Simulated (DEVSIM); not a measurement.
Structure: double heterostructure, GaAs between p- and n-type Al0.2Ga0.8As, at 300 K.

Layer 1 from the left is Al0.2Ga0.8As, thickness (μm) 0.650, Nd (cm⁻³) 2.4e17, τn (s) 1.1e-9, τp (s) 1.1e-9. Layer 2 from the left is GaAs, thickness (μm) 0.260, Na (cm⁻³) 1e16, τn (s) 1.1e-9, τp (s) 1.1e-9. Layer 3 from the left is Al0.2Ga0.8As, thickness (μm) 0.650, Na (cm⁻³) 1.5e17, τn (s) 1.1e-9, τp (s) 1.1e-9.

Left contact: ohmic. Right contact: ohmic. Voltage is applied to the left contact. Recombination: SRH at mid-gap, radiative, Auger. Mobility is constant in doping.

This is a model device: material constants are rounded textbook-type values typed into the input, and sizes, dopings and lifetimes were drawn at random. Values at 300 K.

Al0.2Ga0.8As: gap (eV) 1.6734, affinity (eV) 3.912, permittivity 12.33, Nc (cm⁻³) 6.04e17, Nv (cm⁻³) 9e18, μn (cm²/Vs) 4980, μp (cm²/Vs) 250, B (cm³/s) 2e-10, Cn (cm⁶/s) 1e-30, Cp (cm⁶/s) 1e-30. GaAs: gap (eV) 1.424, affinity (eV) 4.07, permittivity 12.9, Nc (cm⁻³) 4.7e17, Nv (cm⁻³) 9e18, μn (cm²/Vs) 8500, μp (cm²/Vs) 400, B (cm³/s) 2e-10, Cn (cm⁶/s) 1e-30, Cp (cm⁶/s) 1e-30.

Simulated with DEVSIM: 1D drift-diffusion, Boltzmann statistics, complete ionisation; no tunnelling, impact ionisation, image-force lowering or self-heating. Band offsets follow the typed affinities; no thermionic-emission limit at abrupt steps, no polarisation charge.

Problem. What does the simulation give for the dark forward voltage at 1 A/cm², the dark forward voltage at 100 A/cm², the potential step across the device at zero bias?

Solution. dark forward voltage at 1 A/cm² 1.048 V; dark forward voltage at 100 A/cm² 1.238 V; potential step across the device at zero bias 1.544 V.
